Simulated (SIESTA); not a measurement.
# Effort and miss along a sweep of kgrid.MonkhorstPack: SrMnPF (P4/nmm, 8 atoms in the cell)

Cell: a = 4.2125 Å, b = 4.2125 Å, c = 9.1990 Å, α = 90.00°, β = 90.00°, γ = 90.00°.

Level of theory: SIESTA 5.4.2 with GGA PBEsol+U, numerical atomic orbitals DZP, PseudoDojo PBEsol standard norm-conserving potentials (rewritten from UPF to PSML).

Base settings: XC.functional = GGA; XC.authors = PBEsol; potentials = PseudoDojo PBEsol standard; PAO.BasisSize = DZP; PAO.EnergyShift = 0.01 Ry; MeshCutoff = 400 Ry; kgrid.MonkhorstPack = 5 5 3; OccupationFunction = FD; ElectronicTemperature = 1160.45 K; Spin = polarized.

Misses are taken against the tightest run, 10 10 5, which need not be fully converged itself. The energy is the free energy per atom.

Core times come from one kind of shared machine and are given to one figure; runs under 30 s give none.

The starting cell comes from a database of computed structures (which also holds hypothetical and non-ambient phases and stackings), without a prior relaxation at this level. Its lattice was rescaled by a random factor within 2.5 % of one. The magnetic order is the one reached from the typed start; others were not searched systematically. With U or open f shells several self-consistent states can exist. Values carry the incompleteness of an atom-centred basis. In the base run, with a pressure of about -4 GPa the cell is away from its equilibrium volume at this level.

The runs (kgrid.MonkhorstPack): 1 1 1 | 2 2 1 | 3 3 1 | 3 3 2 | 4 4 2 | 5 5 2 | 5 5 3 | 6 6 3 | 8 8 4 | 9 9 4 | 10 10 5.

Q: Which is the coarsest setting among those run that, with all tighter ones, holds the energy within 2 meV/atom of the reference, and what does it save?

A: 5 5 2, off by 1.3 meV/atom; it needs about 0.4 of the reference's time.

Q: Which is the coarsest setting among those run that, with all tighter ones, holds the energy within 1 meV/atom of the reference, and what does it save?

A: 6 6 3, off by 0.11 meV/atom; its saving against the reference is no more than about a factor of 2 in time.

```csv
kgrid.MonkhorstPack,energy less reference (meV/atom),pressure less reference (GPa),largest difference in the force on any atom (eV/Å),core time / reference (rough)
1 1 1,799.31,1.06,0.540,0.3
2 2 1,99.54,-0.98,0.213,0.3
3 3 1,28.49,-0.01,0.029,0.3
3 3 2,27.43,0.02,0.032,0.4
4 4 2,4.87,-0.12,0.003,0.4
5 5 2,1.29,-0.14,0.021,0.4
5 5 3,1.14,-0.14,0.022,0.4
6 6 3,0.11,-0.06,0.008,0.5
8 8 4,-0.16,-0.03,0.005,0.6
9 9 4,-0.08,-0.01,0.001,0.6
10 10 5,0.00,0.00,0.000,1
```
